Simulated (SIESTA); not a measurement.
Band structure of NaAsF6 (Fm-3m, 8 atoms in the cell).

```yaml
crystal:
  lattice:
    - [0.00000, 3.96592, 3.96592]
    - [3.96592, 0.00000, 3.96592]
    - [3.96592, 3.96592, 0.00000]
  atoms:
    - { symbol: Na, position: [0.50000, 0.50000, 0.50000] }
    - { symbol: As, position: [0.00000, 0.00000, 0.00000] }
    - { symbol: F, position: [0.78163, 0.78163, 0.21837] }
    - { symbol: F, position: [0.21837, 0.21837, 0.78163] }
    - { symbol: F, position: [0.21837, 0.78163, 0.78163] }
    - { symbol: F, position: [0.78163, 0.21837, 0.21837] }
    - { symbol: F, position: [0.78163, 0.21837, 0.78163] }
    - { symbol: F, position: [0.21837, 0.78163, 0.21837] }
```

Method: GGA PBEsol, numerical atomic orbitals TZP, PseudoDojo PBEsol standard norm-conserving potentials (rewritten from UPF to PSML) run with SIESTA.

Settings: XC.functional = GGA; XC.authors = PBEsol; potentials = PseudoDojo PBEsol standard; PAO.BasisSize = TZP; PAO.EnergyShift = 0.005 Ry; MeshCutoff = 300 Ry; kgrid.MonkhorstPack = 4 4 4; OccupationFunction = FD; ElectronicTemperature = 10 K; MaxSCFIterations = 150; SCF.Mixer.Method = Broyden; SCF.Mixer.Weight = 0.25; SCF.Mixer.History = 8; SCF.DM.Tolerance = 1.0E-05.

The starting cell comes from a database of computed structures (which also holds hypothetical and non-ambient phases and stackings), without a prior relaxation at this level. Its lattice was rescaled by a random factor within 2.5 % of one. Values carry the incompleteness of an atom-centred basis.

Problem. Predict the gap along the standard path and the places of the band edges.

Solution. The gap along the path is 5.19 eV, direct at Γ to within 0.01 eV.

Levels in eV from the top of the valence band on the path, bands 30 to 34:
| point | 30 | 31 | 32 | 33 | 34 |
|---|---|---|---|---|---|
| Γ | -0.78 | 0.00 | 0.00 | 0.00 | 5.19 |
| X | -0.82 | -0.28 | -0.28 | 0.00 | 6.21 |
| W | -0.86 | -0.28 | -0.13 | -0.13 | 6.26 |
| K | -0.79 | -0.25 | -0.22 | -0.06 | 6.24 |
| L | -0.69 | -0.16 | -0.16 | -0.10 | 6.13 |
| U | -0.79 | -0.25 | -0.22 | -0.06 | 6.24 |

Higher empty bands are left out: an atom-centred basis made for the valence describes them poorly.
